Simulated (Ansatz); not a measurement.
Cohesive energy of stishovite (SiO2) at several levels of theory

No measured value is used here.

```json
[
 {"level (code)": "LDA (Ansatz)", "value (eV/atom)": "7.43", "cell (Å³/atom)": "7.66"},
 {"level (code)": "PBE (Ansatz)", "value (eV/atom)": "6.19", "cell (Å³/atom)": "8.05"},
 {"level (code)": "r²SCAN (Ansatz)", "value (eV/atom)": "6.33", "cell (Å³/atom)": "7.79"},
 {"level (code)": "PBE0 (Ansatz)", "value (eV/atom)": "6.09", "cell (Å³/atom)": "7.75"}
]
```

Each level is taken at its own relaxed cell. Cutoffs and k meshes differ between the levels. Ansatz's density-functional and Hartree–Fock values are scalar-relativistic unless marked +SOC, with PAW data made under PBE.

Ansatz is an electronic-structure program.
